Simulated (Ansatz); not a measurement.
Take SiGe in the CsCl type structure (space group Pm-3m, No. 221; a = 3.200 Å; a hypothetical phase, not in the database extracts checked; relaxed with 0.1 eV smearing) as the base.

Perturbation: the cell is scaled by 1.0402 in all directions; the atoms relax in the strained cell.

Levels (all Ansatz, a quantum-chemistry and plane-wave program, PAW): PBEsol (420 eV, scalar-relativistic without spin-orbit coupling); r2SCAN (500 eV, no SOC).

The geometry is relaxed with PBEsol.

| Item | Result |
|---|---|
| PBEsol pressure | -7.6 GPa |

Task: Predict the pressure from r2SCAN.

Result: The pressure rises by 1.5 GPa to -6.1 GPa.

Single points use the geometry relaxed with PBEsol. Their cutoffs differ, which shifts pressures a little. No phonon test of stability was made. The final runs are not spin-polarised.
